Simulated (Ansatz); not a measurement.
Input:

End structure of a constructed model of the (0001) surface of hcp Ru, (√3x√3)R30° surface alloy, Pt on one Ru site of the top plane (bottom of the slab: a bare face, its two planes held):

```yaml
crystal:
  lattice:
    - [4.08210, 2.35680, 0.00000]
    - [-4.08210, 2.35680, 0.00000]
    - [0.00000, 0.00000, 27.00000]
  atoms:
    - { symbol: Ru, position: [0.33333, 0.00000, 0.30162] }
    - { symbol: Ru, position: [0.66667, 0.66667, 0.30162] }
    - { symbol: Ru, position: [0.00000, 0.33333, 0.30162] }
    - { symbol: Ru, position: [0.33333, 0.33333, 0.38112] }
    - { symbol: Ru, position: [0.66667, 0.00000, 0.38112] }
    - { symbol: Ru, position: [0.00000, 0.66667, 0.38112] }
    - { symbol: Ru, position: [0.33333, 0.00031, 0.46036] }
    - { symbol: Ru, position: [0.66636, 0.66636, 0.46036] }
    - { symbol: Ru, position: [0.00031, 0.33333, 0.46036] }
    - { symbol: Ru, position: [0.33333, 0.33333, 0.54106] }
    - { symbol: Ru, position: [0.66667, 0.00000, 0.54035] }
    - { symbol: Ru, position: [0.00000, 0.66667, 0.54035] }
    - { symbol: Ru, position: [0.33333, 0.99873, 0.61952] }
    - { symbol: Ru, position: [0.66794, 0.66794, 0.61952] }
    - { symbol: Ru, position: [0.99873, 0.33333, 0.61952] }
    - { symbol: Pt, position: [0.33333, 0.33333, 0.70146] }
    - { symbol: Ru, position: [0.66667, 0.00000, 0.69668] }
    - { symbol: Ru, position: [0.00000, 0.66667, 0.69668] }
```

Slab: 18 atoms, 10.7 Å thick at the start with caps and adatoms (thin: gaps and levels are the slab's own); k 9x9x1, smearing 0.1 eV, dipole-corrected; 6 atoms held, the rest relaxed; held to the start's symmetry, so lower structures may exist; no spin, no spin-orbit, no U. It is one candidate, not shown to be the stable structure of the face.

### Question
Estimate the work function of the top face that PBE run with Ansatz (a program for electronic structure) returns for this input.

### Answer
5.18 eV
